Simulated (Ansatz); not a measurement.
A computed series for Ge2Sb2Te5: response to strain

Start from Ge2Sb2Te5 (space group P-3m1, No. 164).

```xyz
9
Lattice="4.2936 0.0000 0.0000 -2.1468 3.7184 0.0000 0.0000 0.0000 17.6359" Properties=species:S:1:pos:R:3 pbc="T T T"
Te     0.0000     0.0000     0.0000
Ge     2.1468     1.2395     1.7325
Ge     0.0000     2.4789    15.9034
Te     0.0000     2.4789     3.4230
Te     2.1468     1.2395    14.2129
Sb     0.0000     0.0000     5.4572
Sb     0.0000     0.0000    12.1787
Te     2.1468     1.2395     7.1674
Te     0.0000     2.4789    10.4685
```

Cartesian axes are those of the cell as printed.

Strains are applied to the cell and any free atomic positions relax; under biaxial strain the out-of-plane vector relaxes too.

Calculations: PBE in Ansatz (plane waves to 420 eV, PAW, no spin-orbit coupling), earlier PAW set.

Candidates:
(a) biaxial strain +2.15 %, plane normal [001], relaxed out of plane
(b) biaxial strain −0.89 %, plane normal [001], relaxed out of plane
(c) uniaxial strain ε_xx = −0.59 %
(d) isotropic strain +0.62 %

Before the change:

The band gap is 0.53 eV.

Q: Order them by band gap, lowest first.

A: (a) biaxial strain +2.15 %, plane normal [001], relaxed out of plane (0.43 eV), (c) uniaxial strain ε_xx = −0.59 % (0.49 eV), (b) biaxial strain −0.89 %, plane normal [001], relaxed out of plane (0.54 eV), (d) isotropic strain +0.62 % (0.60 eV)

Spin-orbit coupling, missing from the scalar runs, can matter with Sb and Te. No phonon test of stability was made.

Ansatz is a first-principles code.
